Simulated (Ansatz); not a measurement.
The starting structures come from a database of crystals and need not be the phases stable at ambient conditions.

The decay constant κ of evanescent states in the gap governs leakage through a thin film.

```yaml
crystal:
  lattice:
    - [7.22001, 0.00000, 0.00000]
    - [0.44051, 7.20656, 0.00000]
    - [0.85134, 0.80089, 5.34549]
  atoms:
    - { symbol: V, position: [0.10874, 0.27920, 0.71670] }
    - { symbol: V, position: [0.89126, 0.72080, 0.28330] }
    - { symbol: V, position: [0.72080, 0.89126, 0.78330] }
    - { symbol: V, position: [0.27920, 0.10874, 0.21670] }
    - { symbol: Ag, position: [0.23237, 0.76763, 0.75000] }
    - { symbol: Ag, position: [0.76763, 0.23237, 0.25000] }
    - { symbol: Ag, position: [0.41182, 0.58818, 0.25000] }
    - { symbol: Ag, position: [0.58818, 0.41182, 0.75000] }
    - { symbol: O, position: [0.64180, 0.09790, 0.65050] }
    - { symbol: O, position: [0.35820, 0.90210, 0.34950] }
    - { symbol: O, position: [0.90210, 0.35820, 0.84950] }
    - { symbol: O, position: [0.09790, 0.64180, 0.15050] }
    - { symbol: O, position: [0.91198, 0.80478, 0.57111] }
    - { symbol: O, position: [0.08802, 0.19522, 0.42889] }
    - { symbol: O, position: [0.19522, 0.08802, 0.92889] }
    - { symbol: O, position: [0.80478, 0.91198, 0.07111] }
    - { symbol: O, position: [0.26630, 0.44818, 0.65689] }
    - { symbol: O, position: [0.73370, 0.55182, 0.34311] }
    - { symbol: O, position: [0.55182, 0.73370, 0.84311] }
    - { symbol: O, position: [0.44818, 0.26630, 0.15689] }
```

Space group of this cell: C2/c. The cell is taken as given; by r2SCAN its mean pressure is -1.7 GPa.

Transport runs along the normal of the first two printed cell vectors.

The gap is the functional's own. No spin-orbit coupling. Mid-gap values are interpolated on the energy grid.

Give the band gap and the smallest decay constant κ at mid-gap that r2SCAN (Ansatz, a first-principles code) yields.

Gap 1.91 eV on a 4×4×6 mesh; κ = 0.404 1/Å, at (0.500, 0.500) of the in-plane reciprocal vectors. At the zone centre, at the nearest computed energy, the slowest state has κ = 0.46 1/Å.
